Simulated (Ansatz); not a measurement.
Band structure of Cu2WSe4 (I-42m, 7 atoms in the cell).

```xyz
7
Lattice="-2.7247 2.7247 5.4952 2.7247 -2.7247 5.4952 2.7247 2.7247 -5.4952" Properties=species:S:1:pos:R:3 pbc="T T T"
Cu     2.7247     0.0000     0.0000
Cu     0.0000     2.7247     0.0000
W      0.0000     0.0000     0.0000
Se    -1.4047     1.4047     6.8701
Se     1.4047     1.4047     4.1203
Se     1.4047    -1.4047     6.8701
Se     1.3200     1.3200    -1.3749
```

Level of theory: PBEsol, PAW files made with PBE (plane waves; Ansatz, a program for electronic structure).

Settings: kpoints.mp_grid.grid = 3 3 3; hamiltonian.xc = pbesol; hamiltonian.pseudopotentials = {kind: paw} (an earlier, softer set of the program's PAW files); scf.occupations.method = fixed; kpoints.band_path.npoints = 8.

The starting cell comes from a database of computed structures (which also holds hypothetical and non-ambient phases and stackings), without a prior relaxation at this level. Its lattice was rescaled by a random factor within 2.5 % of one. Spin-orbit coupling is off.

Task: Predict the gap along the standard path and the places of the band edges.

Result: The gap along the path is 1.31 eV, from X to Z; the smallest direct gap on it is 1.55 eV. Another conduction valley lies within 0.1 eV, so the order of the valleys is not sure.

Levels in eV from the top of the valence band on the path, bands 55 to 62:
```tsv
point	55	56	57	58	59	60	61	62
Γ	-2.10	-0.86	-0.86	-0.85	1.33	1.74	1.93	2.79
X	-2.03	-0.76	-0.01	0.00	1.55	2.17	2.61	2.75
Y	-2.00	-0.79	-0.26	-0.14	1.65	1.96	2.46	2.52
S	-1.82	-1.19	-0.91	-0.33	1.51	1.77	1.95	2.28
Z	-1.67	-0.90	-0.79	-0.79	1.31	1.41	1.77	2.08
S1	-1.82	-1.19	-0.91	-0.33	1.51	1.77	1.95	2.28
N	-1.82	-1.20	-0.84	-0.34	1.52	1.85	2.19	2.25
P	-2.04	-0.39	-0.39	0.00	1.79	2.17	2.28	2.92
Y1	-2.00	-0.79	-0.26	-0.14	1.65	1.96	2.46	2.52
```

Keys are those of Ansatz 0.2.
